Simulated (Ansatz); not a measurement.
The reference is SrTiO₃ in the cubic perovskite structure (space group Pm-3m, No. 221; a = 3.854 Å). Axes: x, y, z lie along the cube axes.

Level of theory: Kohn–Sham DFT with the LDA functional, run in Ansatz (a quantum-chemistry and plane-wave program) with PAW and 420 eV plane waves, no spin-orbit coupling.

For the base:

```
Item                              Value
-----------------------------  --------
Band gap                        1.85 eV
Smallest direct gap             2.17 eV
Shortest interatomic distance  192.7 pm
```

Now apply this change: the cell is compressed by 1.80 % along z with no lateral relaxation; the atoms relax in the strained cell.

Predict the new band gap, smallest direct gap, stress, shortest interatomic distance and energy relative to the base.

The band gap is still 1.85 eV; the smallest direct gap decreases by 0.027 eV, from 2.17 eV to 2.15 eV; the stress (xx, yy, zz, yz, xz, xy; compression positive) amounts to (2.09, 2.09, 7.58, 0.00, 0.00, 0.00) GPa; the shortest interatomic distance decreases by 3.5 pm to 189.2 pm; the energy rises by 4.7 meV/atom.

Whether these cells are dynamically stable was not tested. The final runs are not spin-polarised. Many cubic perovskites are stable only at high temperature; tilts and polar distortions were not tested.
